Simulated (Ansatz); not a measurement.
## A computed series for TiSi2: response to strain

Start from TiSi2 (space group Fddd, No. 70; a = 4.760 Å, b = 8.180 Å, c = 8.499 Å). Axes: x, y, z lie along a, b, c of the conventional cell.

Strains are applied to the cell and any free atomic positions relax; under biaxial strain the out-of-plane vector relaxes too.

All numbers come from PBEsol (Ansatz, an electronic-structure program), scalar-relativistic without spin-orbit coupling, earlier PAW set.

Notes on the quantities. energy relative to the base: free energy F; pressure: mean of the normal stresses, compression positive.

```json
[
 {"case": "base", "energy relative to the base": "0 meV/atom", "pressure": "0.0 GPa", "shortest interatomic distance": "2.516 Å"},
 {"case": "biaxial strain +1.47 %, plane normal [001], relaxed out of plane", "energy relative to the base": "?", "pressure": "?", "shortest interatomic distance": "?"},
 {"case": "biaxial strain +2.42 %, plane normal [001], relaxed out of plane", "energy relative to the base": "+16 meV/atom", "pressure": "-4.9 GPa", "shortest interatomic distance": "2.527 Å"},
 {"case": "isotropic strain −5.91 %", "energy relative to the base": "+0.255 eV/atom", "pressure": "41.5 GPa", "shortest interatomic distance": "2.372 Å"}
]
```

Complete the table.


- biaxial strain +1.47 %, plane normal [001], relaxed out of plane, energy relative to the base: +6.1 meV/atom
- biaxial strain +1.47 %, plane normal [001], relaxed out of plane, pressure: -3.1 GPa
- biaxial strain +1.47 %, plane normal [001], relaxed out of plane, shortest interatomic distance: 2.522 Å

Without a gap, meshes like the base's 13×13×13 leave anisotropic stresses uncertain by several tenths of a GPa, and small strain energies with them. Stability against distortions was not tested. All final runs are without spin polarisation.
